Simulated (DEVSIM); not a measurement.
**abrupt Si p-n junction**

Structure: abrupt Si p-n junction, at 300 K.

| layer (left to right) | material | thickness (μm) | Nd (cm⁻³) | Na (cm⁻³) | τn (s) | τp (s) |
|---|---|---|---|---|---|---|
| 1 | Si | 3.50 | - | 4.7e17 | 0.00045 | 0.00045 |
| 2 | Si | 54.0 | 5.9e14 | - | 0.00045 | 0.00045 |

Left contact: ohmic. Right contact: ohmic. Voltage is applied to the left contact. Recombination: SRH at mid-gap, Auger. Mobility is μmin + (μ − μmin)/(1 + (N/Nref)^α).

Constants are typed, rounded textbook-type inputs, not results; the design itself was drawn at random and stands for no fabricated device. Values at 300 K.

| parameter | Si |
|---|---|
| gap (eV) | 1.124 |
| affinity (eV) | 4.05 |
| permittivity | 11.7 |
| Nc (cm⁻³) | 2.86e19 |
| Nv (cm⁻³) | 3.1e19 |
| μn (cm²/Vs) | 1417 |
| μp (cm²/Vs) | 470 |
| μn,min | 52 |
| μp,min | 45 |
| Nref,n | 9.7e16 |
| Nref,p | 2.2e17 |
| αn | 0.68 |
| αp | 0.72 |
| Cn (cm⁶/s) | 2.8e-31 |
| Cp (cm⁶/s) | 9.9e-32 |

DEVSIM, 1D drift-diffusion, Boltzmann statistics, complete ionisation; no tunnelling, impact ionisation, image-force lowering or self-heating.

The potential step across the device at zero bias is 0.737 V. The largest field in the device at zero bias is 38000 V/cm, the dark forward voltage at 1 A/cm² comes out as 0.629 V and the dark forward voltage at 100 A/cm² comes out as 0.877 V.

Dark reverse current:

| V (V) | J (A/cm²) |
|---|---|
| -0.40 | -1.7e-10 |
| -1.00 | -2.6e-10 |
| -2.00 | -3.7e-10 |
| -3.00 | -4.5e-10 |
| -4.00 | -5.3e-10 |
| -6.00 | -6.5e-10 |
| -8.00 | -7.6e-10 |
| -10.00 | -8.5e-10 |
| -13.00 | -9.7e-10 |
| -16.00 | -1.1e-9 |
| -20.00 | -1.2e-9 |

Dark forward current:

```json
[
 {"V (V)": "0.05", "J (A/cm²)": "4.8e-10"},
 {"V (V)": "0.15", "J (A/cm²)": "2.5e-8"},
 {"V (V)": "0.20", "J (A/cm²)": "1.7e-7"},
 {"V (V)": "0.30", "J (A/cm²)": "8.0e-6"},
 {"V (V)": "0.40", "J (A/cm²)": "0.00038"},
 {"V (V)": "0.45", "J (A/cm²)": "0.0026"},
 {"V (V)": "0.55", "J (A/cm²)": "0.10"},
 {"V (V)": "0.60", "J (A/cm²)": "0.47"},
 {"V (V)": "0.70", "J (A/cm²)": "5.3"},
 {"V (V)": "0.80", "J (A/cm²)": "35"},
 {"V (V)": "0.85", "J (A/cm²)": "73"},
 {"V (V)": "0.95", "J (A/cm²)": "210"},
 {"V (V)": "1.05", "J (A/cm²)": "420"},
 {"V (V)": "1.10", "J (A/cm²)": "550"},
 {"V (V)": "1.20", "J (A/cm²)": "820"},
 {"V (V)": "1.25", "J (A/cm²)": "970"},
 {"V (V)": "1.35", "J (A/cm²)": "1200"},
 {"V (V)": "1.45", "J (A/cm²)": "1500"},
 {"V (V)": "1.50", "J (A/cm²)": "1600"},
 {"V (V)": "1.60", "J (A/cm²)": "1800"}
]
```
